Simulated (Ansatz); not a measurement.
## SiC (F-43m): band-edge transport data

Input:

```xyz
2
Lattice="0.0000 2.1784 2.1784 2.1784 0.0000 2.1784 2.1784 2.1784 0.0000" Properties=species:S:1:pos:R:3 pbc="T T T"
Si     1.0892     1.0892     1.0892
C      0.0000     0.0000     0.0000
```

These are HSE06, rigid bands (plane waves, PAW, scalar-relativistic; Ansatz, an electronic-structure program) values and carry that method's errors. Geometry: cell and atoms relaxed with PBEsol.

```json
{
  "band_gap": "2.23 eV",
  "electron conductivity mass (300 K, dilute)": "0.29 mₑ",
  "hole conductivity mass (300 K, dilute)": "0.64 mₑ",
  "effective density of states N_c (300 K)": "1.4e19 cm⁻³",
  "effective density of states N_v (300 K)": "1.5e20 cm⁻³",
  "density_of_states_mass_electrons": "0.67 mₑ",
  "density_of_states_mass_holes": "3.3 mₑ",
  "Seebeck coefficient, n-type 1e19 cm⁻³, 300 K": "-246 μV/K",
  "best n-type power factor at 300 K for τ = 10 fs (best axis; densities from 1e16 to 1e21 cm⁻³ tried, whether or not they can be reached)": "7.5 μW/(cm·K²) at 3e19 cm⁻³",
  "Seebeck coefficient, p-type 1e19 cm⁻³, 300 K": "434 μV/K",
  "best p-type power factor at 300 K for τ = 10 fs (best axis; densities from 1e16 to 1e21 cm⁻³ tried, whether or not they can be reached)": "30 μW/(cm·K²) at 3e20 cm⁻³"
}
```

Rigid bands; masses and Seebeck coefficients take one relaxation time τ for all states and one kind of carrier; polarons and phonon drag are left out. Spin-orbit coupling is left out; where it splits the top of the valence band, N_v and the p-type Seebeck coefficient come out somewhat high without it. Geometry: cell and atoms relaxed with PBEsol.
